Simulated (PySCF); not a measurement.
PySCF 2.14.0, PBE/def2-svp, df: W(NMe)(S)(Br)(OH) (C[N]=[W]([OH])(=[S])[Br]), 10 atoms. The geometry is a generated start, not checked to be a minimum at this level.

```json
{
  "task": "energy",
  "method": "pbe",
  "basis": "def2-svp",
  "two_electron_scheme": "density fitting",
  "mol.max_memory": "3000 MB",
  "mf.max_cycle": "100",
  "mf.init_guess": "minao (default)",
  "mf.DIIS": "CDIIS (default)",
  "mf.diis_space": "8 (default)",
  "mf.conv_tol": "1e-09 (default)",
  "mf.grids.level": "3 (default)",
  "effective_core_potentials": "those of the basis set, past Kr",
  "basis_functions": "144",
  "grid_points": "144952"
}
```

```xyz
10

W      0.1437     0.6937     1.0197
N     -0.1148    -0.0743    -0.5620
C     -0.0749    -0.7888    -1.7822
H      0.9445    -1.1564    -1.9675
H     -0.7632    -1.6432    -1.7715
H     -0.3584    -0.1310    -2.6133
S      2.3150     0.7618     1.3063
Br    -0.4625     3.0029     0.6413
O     -0.6469    -0.0470     2.5128
H     -0.9826    -0.6177     3.2164
```

Charge 0 and multiplicity 1 are set for this test and not shown to be the ground state.

One run each on 2 threads, 1 BLAS thread. Values of level_shift (Hartree) tried: 0 (default), 0.1, 0.3, 1.

Question: Predict the course of the Fock builds along this series.

Answer: Fewest Fock builds, within one of each other: 0 (default) with 16, 0.1 with 16. The count rises to 69 at 1. All converge to one solution.

| level_shift (Hartree) | Fock builds | end |
|---|---|---|
| 0 (default) | 16 | same solution |
| 0.1 | 16 | same solution |
| 0.3 | 19 | same solution |
| 1 | 69 | same solution |
